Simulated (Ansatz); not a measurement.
Base system: Li in the bcc (W type) structure (space group Im-3m, No. 229; a = 3.4343 Å; relaxed with 0.1 eV smearing). Axes: x, y, z lie along the cube axes.

Computed with PBEsol (Ansatz, an electronic-structure program, PAW, scalar-relativistic without spin-orbit coupling).

For the base:

| Property | Value |
|---|---|
| Shortest interatomic distance | 2.974 Å |

It is then changed as follows: tensile biaxial strain of 3.00 % in the plane normal to [001], as in epitaxy on a mismatched substrate; the out-of-plane cell vector and the atoms relax.

**Question.** What does the calculation give for the out-of-plane strain, energy relative to the base, in-plane stress and shortest interatomic distance after the change?

**Answer.** The out-of-plane strain comes out as -4.53 %; the energy rises by 0.8 meV/atom; the mean in-plane stress (compression positive) is -0.3 GPa; the shortest interatomic distance goes up by 0.0164 Å to 2.991 Å.

No phonon test of stability was made.
